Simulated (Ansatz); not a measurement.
## Response to strain in BN

Base system: BN in the wurtzite structure (space group P6_3mc, No. 186; a = 2.555 Å, c = 4.225 Å).

Strains are applied to the cell and any free atomic positions relax.

Calculations: plane-wave PAW DFT at the PBE level (Ansatz, a program for electronic structure, 420 eV), scalar-relativistic without spin-orbit coupling.

Notes on the quantities. energy relative to the base: free energy F.

```tsv
isotropic strain (%)	energy relative to the base (meV/atom)
-3	60.8
-2.4	38.3
-1.8	21.2
-1.2	?
-0.6	2.3
0	0.0
```

Q: Fit ΔE = Aε² + Bε³ (ε in %) to the rows shown and predict the withheld row.

A: Least squares on the printed values gives A = 6.23 and B = -0.18 meV/atom (largest residual 0.0 meV/atom); this predicts 9.3 meV/atom, and the run gives 9.3 meV/atom, in agreement.

No phonon test of stability was made.
